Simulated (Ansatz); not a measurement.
System: ScF₃ (within 0.1 Å of Pm-3m, No. 221, 4 atoms in the cell; start mp-559092). Method: HSE06 (PAW; Ansatz, an electronic-structure program).

Settings: plane-wave cutoff 500 eV, 6×6×6 k mesh, gaussian smearing 0.02 eV, scalar-relativistic PAW data made under PBE.

Cell (relaxed at this level):

```yaml
crystal:
  lattice:
    - [2.85255, 1.64692, 2.32915]
    - [-2.85255, 1.64692, 2.32915]
    - [0.00000, -3.29384, 2.32915]
  atoms:
    - { symbol: Sc, position: [0.00000, 0.00000, 0.00000] }
    - { symbol: F, position: [0.50000, 0.99987, 0.00013] }
    - { symbol: F, position: [0.00013, 0.50000, 0.99987] }
    - { symbol: F, position: [0.99987, 0.00013, 0.50000] }
```

Problem. Predict the band gap.

Solution. 
- band gap = 8.78 eV (on the SCF k mesh)

Static lattice: no zero-point or thermal effects.

A start named mp-… is a Materials Project structure, which need not be a measured phase.
